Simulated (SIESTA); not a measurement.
# Worked example: self-consistent single point of MoSi₂ (I4/mmm, 3 atoms in the cell) in SIESTA

Method of the run: GGA PBE, numerical atomic orbitals DZP, PseudoDojo PBE standard norm-conserving potentials (rewritten from UPF to PSML) (SIESTA).

Input as run:

```
# files in the folder: Si.psml Mo.psml (PseudoDojo PBE standard)
SystemName  MoSi2
SystemLabel siesta

NumberOfAtoms                3
NumberOfSpecies              2
%block ChemicalSpeciesLabel
  1 14 Si
  2 42 Mo
%endblock ChemicalSpeciesLabel
LatticeConstant              1.0 Ang
%block LatticeVectors
    -1.596975000    1.596975000    3.905375000
     1.596975000   -1.596975000    3.905375000
     1.596975000    1.596975000   -3.905375000
%endblock LatticeVectors
AtomicCoordinatesFormat      ScaledCartesian
%block AtomicCoordinatesAndAtomicSpecies
    -0.000000000    0.000000000    5.194148750  1
    -0.000000000    0.000000000    2.616601250  1
     0.000000000    0.000000000    0.000000000  2
%endblock AtomicCoordinatesAndAtomicSpecies

XC.functional                GGA
XC.authors                   PBE
PAO.BasisSize                DZP
PAO.EnergyShift              0.01 Ry
MeshCutoff                   400 Ry
%block kgrid.MonkhorstPack
    7   0   0  0.0
    0   7   0  0.0
    0   0   7  0.0
%endblock kgrid.MonkhorstPack
OccupationFunction           MP
OccupationMPOrder            0
ElectronicTemperature        0.1 eV

MaxSCFIterations             150
SCF.Mixer.Method             Broyden
SCF.Mixer.Weight             0.25
SCF.Mixer.History            6
SCF.DM.Tolerance             1.0E-04
Diag.ParallelOverK           true
WriteForces                  true
```

Output (repeated stretches shortened):

```
reinit: Reading from file input.fdf

reinit: System Name: MoSi2
reinit: System Label: siesta

coor:   Atomic-coordinates input format  =     Cartesian coordinates
coor:                                          (in units of alat)

siesta: Atomic coordinates (Bohr) and species
siesta:     -0.00000   0.00000   9.81552  1        1
siesta:     -0.00000   0.00000   4.94466  1        2
siesta:      0.00000   0.00000   0.00000  2        3

siesta: System type = bulk

initatomlists: Number of atoms, orbitals, and projectors:      3    45    54

siesta: ******************** Simulation parameters ****************************
redata: Spin configuration                          = none
redata: Time-Reversal Symmetry                      = T
redata: Number of Atomic Species                    =        2
redata: Mesh Cutoff                                 =   400.0000 Ry
redata: Net charge of the system                    =     0.0000 |e|
redata: Min. number of SCF Iter                     =        0
redata: Max. number of SCF Iter                     =      150
redata: SCF convergence failure will abort job
redata: SCF mix quantity                            = Hamiltonian
redata: Mix DM or H after convergence               =   F
redata: Recompute H after scf cycle                 =   F
redata: Mix DM in first SCF step                    =   T
redata: No kicks to SCF
redata: DM Mixing Weight for Kicks                  =     0.5000
redata: Require Harris convergence for SCF          =   F
redata: Harris energy tolerance for SCF             =     0.000100 eV
redata: Require DM convergence for SCF              =   T
redata: DM tolerance for SCF                        =     0.000100
redata: Require EDM convergence for SCF             =   F
redata: EDM tolerance for SCF                       =     0.001000 eV
redata: Require H convergence for SCF               =   T
redata: Hamiltonian tolerance for SCF               =     0.001000 eV
redata: Require (free) Energy convergence for SCF   =   F
redata: (free) Energy tolerance for SCF             =     0.000100 eV
redata: Using DFT-D3 dispersion                     =   F
redata: Using Saved Data (generic)                  =   F
redata: Method of Calculation                       = Diagonalization
redata: Electronic Temperature                      =  1160.4518 K
redata: Number of TDED substeps                     =        3
redata: Dynamics option                             = Single-point calculation
redata: Save all siesta data in one NC              =   F
redata: ***********************************************************************

%block SCF.Mixers
  Broyden
%endblock SCF.Mixers

%block SCF.Mixer.Broyden
  # Mixing method
  method broyden

  # Mixing options
  weight 0.2500
  weight.linear 0.2500
  weight.prime 0.2500
  history 6
%endblock SCF.Mixer.Broyden

DM_history_depth set to one: no extrapolation allowed by default for geometry relaxation
Size of DM history Fstack: 1
Total number of electrons:    22.000000
Total ionic charge:    22.000000

* ProcessorY, Blocksize:    1  46

* Orbital distribution balance (max,min):    45    45

 Kpoints in:          196 . Kpoints trimmed:          172

siesta: k-grid: Number of k-points = 172
siesta: k-points from Monkhorst-Pack grid
siesta: k-cutoff (effective) =    11.179 Ang
siesta: k-point supercell and displacements
siesta: k-grid:     7     0     0      0.000
siesta: k-grid:     0     7     0      0.000
siesta: k-grid:     0     0     7      0.000

diag: Algorithm                                     = D&C
diag: Parallel over k                               =   F
diag: Use parallel 2D distribution                  =   F
diag: Parallel block-size                           = 46
diag: Parallel distribution                         =     1 x     1
diag: Used triangular part                          = Lower
diag: Absolute tolerance                            =  0.100E-15
diag: Orthogonalization factor                      =  0.100E-05
diag: Memory factor                                 =  1.0000

superc: Internal auxiliary supercell:     7 x     7 x     9  =     441
superc: Number of atoms, orbitals, and projectors:   1323  19845  23814

                        Single-point calculation

superc: Internal auxiliary supercell:     7 x     7 x     9  =     441
superc: Number of atoms, orbitals, and projectors:   1323  19845  23814

outcell: Unit cell vectors (Ang):
       -1.596975    1.596975    3.905375
        1.596975   -1.596975    3.905375
        1.596975    1.596975   -3.905375

outcell: Cell vector modules (Ang)   :    4.511387    4.511387    4.511387
outcell: Cell angles (23,13,12) (deg):    138.5372    138.5372     60.0813
outcell: Cell volume (Ang**3)        :     39.8400
new_DM -- step:     1
Initializing Density Matrix...

Attempting to read DM from file... Failed...
DM filled with atomic data:

InitMesh: MESH = 48 x 48 x 36 = 82944
InitMesh: Mesh cutoff (required, used) =   400.000   494.505 Ry

stepf: Methfessel-Paxton step function
       Using Hermite-Gauss polynomials of order  0

        iscf     Eharris(eV)        E_KS(eV)     FreeEng(eV)     dDmax    Ef(eV) dHmax(eV)
   scf:    1    -2104.340682    -2135.464424    -2135.469921  0.879884 -2.987656 14.614414
   scf:    2    -2144.494852    -2142.951394    -2142.952950  0.314670 -4.013917  0.578292
   scf:    3    -2143.054118    -2143.007512    -2143.009077  0.069285 -4.074489  0.615639
   scf:    4    -2143.056640    -2143.036505    -2143.038070  0.090308 -4.182573  0.118816
   scf:    5    -2143.039749    -2143.038387    -2143.039955  0.028409 -4.212664  0.060949
   scf:    6    -2143.038523    -2143.038498    -2143.040065  0.002671 -4.219022  0.004559
   scf:    7    -2143.038500    -2143.038499    -2143.040066  0.000308 -4.219199  0.003463
   scf:    8    -2143.038501    -2143.038500    -2143.040067  0.000142 -4.219705  0.001168
   scf:    9    -2143.038500    -2143.038500    -2143.040067  0.000113 -4.219915  0.000711
   scf:   10    -2143.038500    -2143.038500    -2143.040067  0.000075 -4.220056  0.000452

SCF Convergence by DM+H criterion
max |DM_out - DM_in|         :     0.0000753343
max |H_out - H_in|      (eV) :     0.0004522255
SCF cycle converged after 10 iterations

Using DM_out to compute the final energy and forces

siesta: E_KS(eV) =            -2143.0385

siesta: E_KS - E_eggbox =     -2143.0385

siesta: Atomic forces (eV/Ang):
     1   -0.000117   -0.000117    0.045356
     2    0.000117    0.000117   -0.045356
     3   -0.000000   -0.000000   -0.000000
   Tot    0.000000   -0.000000    0.000000
   Max    0.045356
   Res    0.021381    sqrt( Sum f_i^2 / 3N )
   Max    0.045356    constrained

Stress tensor Voigt[x,y,z,yz,xz,xy] (kbar):      -49.45      -49.45      -68.99        0.06        0.06        0.05
(Free)E + p*V (eV/cell)    -2141.6484
Target enthalpy (eV/cell)    -2143.0401

siesta: Program's energy decomposition (eV):
siesta: Ebs     =      -493.447994
siesta: Eions   =      3776.713150
siesta: Ena     =      1000.776861
siesta: Ekin    =       698.398895
siesta: Enl     =       262.045247
siesta: Eso     =         0.000000
siesta: Edftu   =         0.000000
siesta: DEna    =        40.815954
siesta: DUscf   =         1.407871
siesta: DUext   =         0.000000
siesta: Ex      =      -336.183476
siesta: Ec      =       -33.586703
siesta: Exc     =      -369.770179
siesta: Eharris =     -2143.038500
siesta: Etot    =     -2143.038500
siesta: FreeEng =     -2143.040067

siesta: Atomic forces (eV/Ang):
siesta:      1   -0.000117   -0.000117    0.045356
siesta:      2    0.000117    0.000117   -0.045356
siesta:      3   -0.000000   -0.000000   -0.000000
siesta: ----------------------------------------
siesta:    Tot    0.000000   -0.000000    0.000000

siesta: Stress tensor (static) (eV/Ang**3):
siesta:    -0.030867    0.000033    0.000038
siesta:     0.000033   -0.030867    0.000038
siesta:     0.000038    0.000038   -0.043062

siesta: Cell volume =         39.839967 Ang**3

siesta: Pressure (static):
siesta:                Solid            Molecule  Units
siesta:           0.00038046          0.00036981  Ry/Bohr**3
siesta:           0.03493214          0.03395399  eV/Ang**3
siesta:          55.96746077         54.40029534  kBar
```

The run converged in 10 iterations.

The starting cell has typed, rounded lattice constants, without a prior relaxation at this level. Its lattice was rescaled by up to half a per cent. Spin polarisation is off. Values carry the incompleteness of an atom-centred basis. With a pressure of about 6 GPa the cell is away from its equilibrium volume at this level.

Cost on one core of a shared machine: roughly 40 s.
